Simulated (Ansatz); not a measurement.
Consider TiO$_{2}$ in the rutile structure (space group P4_2/mnm, No. 136; a = 4.644 Å, c = 2.964 Å).

(Cell as relaxed with PBE.)

Levels (all Ansatz, a quantum-chemistry and plane-wave program, PAW, earlier PAW set): PBE (420 eV, no spin-orbit coupling); r2SCAN (500 eV, no SOC).

Each level relaxes its own structure.

```csv
quantity,PBE,r2SCAN
volume per atom,10.65 Å³,(withheld)
lattice parameter a,4.644 Å,(withheld)
lattice parameter c,2.964 Å,(withheld)
band gap,1.86 eV,(withheld)
gap character,direct at Γ,(withheld)
electron mass,"0.58 mₑ along c, 1.2 mₑ across",(withheld)
```

What does r2SCAN give?


- volume per atom, r2SCAN: 10.41 Å³
- lattice parameter a, r2SCAN: 4.597 Å
- lattice parameter c, r2SCAN: 2.954 Å
- band gap, r2SCAN: 2.22 eV
- gap character, r2SCAN: direct at Γ
- electron mass, r2SCAN: 0.58 mₑ along c, 1.2 mₑ across

PBE's volume per atom lies 0.24 Å³ above r2SCAN's (2.3 %); PBE's lattice parameter a lies 0.0462 Å above r2SCAN's (1.0 %); PBE's lattice parameter c lies 0.0094 Å above r2SCAN's (0.3 %); PBE's band gap lies 0.36 eV below r2SCAN's; the two agree on the gap character and electron mass. Neither level is exact; r2SCAN is the comparison here, not a measurement.

Effective masses come from finite differences of ±0.01 Å⁻¹. Whether these cells are dynamically stable was not tested. The final runs are not spin-polarised.
